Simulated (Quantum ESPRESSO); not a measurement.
## Quick settings and what they miss: CsNa3 (Fm-3m, 4 atoms in the cell)

Self-consistent single point.

```
CsNa3
1.0
    0.00000     4.75478     4.75478
    4.75478     0.00000     4.75478
    4.75478     4.75478     0.00000
Cs Na
1 3
Direct
  0.00000   0.00000   0.00000
  0.25000   0.25000   0.25000
  0.75000   0.75000   0.75000
  0.50000   0.50000   0.50000
```

Method of the run: LDA (PZ), GBRV 1.5 ultrasoft (LDA) pseudopotentials (plane waves; Quantum ESPRESSO).

Base settings: ecutwfc = 40 Ry; ecutrho = 200 Ry; occupations = smearing; smearing = methfessel-paxton; degauss = 0.019992 Ry; potentials = {Cs: cs_lda_v1.uspp.F.UPF, Na: na_lda_v1.5.uspp.F.UPF}; K_POINTS = automatic 6 6 6 0 0 0; conv_thr = 1e-10 Ry; mixing_beta = 0.3.

Tight run (finer mesh or higher cutoff; not a proven limit): ecutwfc: 40 Ry → 56 Ry; ecutrho: 200 Ry → 280 Ry; conv_thr: 1e-10 Ry → 7.3e-11 Ry; K_POINTS: automatic 6 6 6 0 0 0 → automatic 9 9 9 0 0 0. It gave Fermi level (on the code's own zero) 1.71 eV; pressure -0.65 GPa.

Quick runs, as changes from the base:
- A: the base itself
- B: ecutwfc: 40 Ry → 20 Ry; ecutrho: 200 Ry → 100 Ry; degauss: 0.019992 Ry → 0.0147 Ry; K_POINTS: automatic 6 6 6 0 0 0 → automatic 2 2 2 0 0 0
- C: smearing: methfessel-paxton → gaussian; K_POINTS: automatic 6 6 6 0 0 0 → automatic 4 4 4 1 1 1
- D: ecutwfc: 40 Ry → 28 Ry; ecutrho: 200 Ry → 140 Ry; K_POINTS: automatic 6 6 6 0 0 0 → automatic 4 4 4 1 1 1
- E: ecutwfc: 40 Ry → 24 Ry; ecutrho: 200 Ry → 120 Ry
- F: ecutwfc: 40 Ry → 32 Ry; ecutrho: 200 Ry → 160 Ry; conv_thr: 1e-10 Ry → 7.3e-05 Ry; K_POINTS: automatic 6 6 6 0 0 0 → automatic 2 2 2 0 0 0

Energies are extrapolated to zero smearing width, which holds to low order in the width alone (under cold and Methfessel-Paxton smearing the free energy itself is taken).

Dashes: time of B, D, E, F, under 30 s.

The count of work is k-points × plane waves × bands × iterations; it is no time. Core times come from one kind of shared machine and are given to one figure; runs under 30 s give none.

The starting cell comes from a database of computed structures (which also holds hypothetical and non-ambient phases and stackings), without a prior relaxation at this level. Its lattice was rescaled by a random factor within 2.5 % of one.

| run | energy less tight (meV/atom) | pressure less tight (GPa) | count of work / tight | core time / tight (rough) |
|---|---|---|---|---|
| A | 3.2 | 0.00 | 0.25 | 0.3 |
| B | 3682.0 | -50.94 | 0.018 | – |
| C | 1.5 | 0.00 | 0.17 | 0.2 |
| D | 185.8 | -4.45 | 0.092 | – |
| E | 910.4 | -16.05 | 0.13 | – |
| F | -73.9 | -1.14 | 0.014 | – |

Among the runs at the tight run's level, the energy misses run from 1.5 to 3682.0 meV/atom.
